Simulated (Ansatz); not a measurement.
## CaZrS3 (model structure, started from the cubic perovskite type, Pm-3m, No. 221, 5 atoms in the cell)

All values below come from PBEsol+SOC (PAW; Ansatz, an electronic-structure program).

Numerical settings: plane-wave cutoff 520 eV, 8×8×8 k mesh, Fermi–Dirac smearing 0.01 eV, PAW data made under PBE.

Cell (relaxed with PBEsol):

```cif
data_CaS3Zr
_chemical_formula_sum 'Ca1 Zr1 S3'
_space_group_name_H-M_alt 'Pm-3m'
_space_group_IT_number 221
_space_group_name_Hall '-P 4 2 3'
_cell_length_a 4.92496
_cell_length_b 4.92496
_cell_length_c 4.92496
_cell_angle_alpha 90.000
_cell_angle_beta 90.000
_cell_angle_gamma 90.000
loop_
_atom_site_label
_atom_site_type_symbol
_atom_site_symmetry_multiplicity
_atom_site_Wyckoff_symbol
_atom_site_fract_x
_atom_site_fract_y
_atom_site_fract_z
_atom_site_occupancy
Ca1 Ca 1 a 0.00000 0.00000 0.00000 1
Zr1 Zr 1 b 0.50000 0.50000 0.50000 1
S1 S 3 c 0.00000 0.50000 0.50000 1
```

```
Item                                                     Result
-------------------------------------------  ------------------
band gap                                     0.24 eV (indirect)
smallest direct gap on the k points sampled             0.76 eV
```

Note: the relaxation could raise the start's symmetry but not lower it, so the cell can be a saddle point.

Computed values are for the static lattice.

Cost on a shared machine: around 2.3 core-minutes (rough).

A model structure was made by putting elements into a prototype or built by hand; it is no filed structure, need not be a known phase, and can be a saddle point held by its symmetry.
